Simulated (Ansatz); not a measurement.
## By hand: formation energy of the neutral As_Si in Si (diamond, Fd-3m)

Consider the formation energy of the neutral As_Si in Si (diamond, Fd-3m). Reaction: As (R-3m) + 63 Si (diamond) → cell A.

A: a supercell of 64 sites of Si (diamond, Fd-3m) with As on a Si site (4 Si at 2.42 Å); an odd number of electrons; spin state with PBE: no moments.

Setting: static, neutral cells in Ansatz (PAW) whose structures rest at the PBE+D3(BJ) level. Ansatz (a program for electronic structure) runs with its default PAW set. Other levels take these structures. The lattices are those relaxed with PBE+D3(BJ), so at other levels the solids can be strained. Larger cells are relaxed from a start prepared with the learned potential CHGNet till forces fall under 0.03 eV/Å, which some starts already meet. A dispersion term (D3(BJ), or D4 for r2SCAN) was computed beside these levels and is taken off wherever the name lacks it. The PAW files were made for PBE and serve at the other functionals too. Space groups of crystals are read within 0.01 Å. Mesh and cell size may move defect energies by 0.1 eV or more.

Total energies of the cells in eV, at zero smearing width. They compare only within one column; the weights balance every element.

```
cell          atoms  weight        r2SCAN
------------  -----  ------  ------------
A: Si:As_Si      64      +1  -45125.21444
As (R-3m)         2    −1/2   -9729.09520
Si (diamond)     64  −63/64  -40900.06174
```

r2SCAN: (-45125.21444) − 1/2 × (-9729.09520) − 63/64 × (-40900.06174) = 0.331 eV.

What follows from the r2SCAN value: With the reservoirs of the reaction as written, and without entropy terms or charged states, the share of sites that hold the defect in equilibrium is exp(−0.33 eV/k_BT) = 0.022 at 1000 K.
